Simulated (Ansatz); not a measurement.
The parent structure is MgTe in the zinc blende structure (space group F-43m, No. 216; a = 6.439 Å). Axes: x, y, z lie along the cube axes.

Method: PBEsol (Ansatz, a first-principles code), no spin-orbit coupling.

Base values:

| Property | Result |
|---|---|
| Valence-band top at Γ | 0.00, 0.00, 0.00 eV |
| Band gap | 2.35 eV |

It is then changed as follows: uniaxial strain ε_zz = −2.50 %, all other strain components held at zero, atoms relaxed at fixed cell.

Question: What happens to the stress, hole mass, valence-band top at Γ and band gap?

Answer: The stress (xx, yy, zz, yz, xz, xy; compression positive) amounts to (0.84, 0.84, 1.14, 0.00, 0.00, 0.00) GPa; the hole mass is 0.20 mₑ along z, 0.83 mₑ across (at Γ); the valence-band top at Γ (three highest levels, from the VBM) changes from 0.00, 0.00, 0.00 eV to 0.00, -0.07, -0.07 eV; the band gap goes up by 0.06 eV, from 2.35 eV to 2.41 eV.

With Te present, leaving out spin-orbit coupling can change the band edges. Effective masses come from finite differences of ±0.01 Å⁻¹. Stability against distortions was not tested.
